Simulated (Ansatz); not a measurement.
Base system: W in the bcc (W type) structure (space group Im-3m, No. 229; relaxed with 0.1 eV smearing).

```xyz
1
Lattice="-1.5844 1.5844 1.5844 1.5844 -1.5844 1.5844 1.5844 1.5844 -1.5844" Properties=species:S:1:pos:R:3 pbc="T T T"
W      0.0000     0.0000     0.0000
```

Cartesian axes are those of the cell as printed.

The values are results of r2SCAN (Ansatz, a program for electronic structure), scalar-relativistic without spin-orbit coupling, not measurements.

For the base:

| Property | Value |
|---|---|
| Shortest interatomic distance | 5.186 bohr |
| Pressure | 0.0 GPa |

Modification: tensile biaxial strain of 2.00 % in the plane normal to [001], as in epitaxy on a mismatched substrate; the out-of-plane cell vector and the atoms relax.

**Question.** How does this affect the shortest interatomic distance?

**Answer.** The shortest interatomic distance grows by 0.0455 bohr (5.186 bohr → 5.231 bohr).

**Question.** How does this affect the energy relative to the base?

**Answer.** The energy goes up by 23 meV/atom.

**Question.** Estimate the effect on the pressure.

**Answer.** The pressure (mean of the normal stresses, compression positive) goes from zero to -7.5 GPa.

Stability against distortions was not tested. The final runs are not spin-polarised.
